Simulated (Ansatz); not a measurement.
Response to strain in CdSe

Base system: CdSe in the zinc blende structure (space group F-43m, No. 216; a = 6.0816 Å). Axes: x, y, z lie along the cube axes.

Strains are applied to the cell and any free atomic positions relax; under biaxial strain the out-of-plane vector relaxes too.

Level of theory: PBEsol, PAW, 420 eV (Ansatz, a program for electronic structure; no spin-orbit coupling).

Candidates:
(a) biaxial strain −1.50 %, plane normal [001], relaxed out of plane
(b) biaxial strain −0.50 %, plane normal [001], relaxed out of plane
(c) biaxial strain +1.00 %, plane normal [001], relaxed out of plane

### Question
Order them by out-of-plane strain, lowest first.

### Answer
(c) biaxial strain +1.00 %, plane normal [001], relaxed out of plane (-1.46 %), (b) biaxial strain −0.50 %, plane normal [001], relaxed out of plane (+0.73 %), (a) biaxial strain −1.50 %, plane normal [001], relaxed out of plane (+2.14 %)

Whether these cells are dynamically stable was not tested.
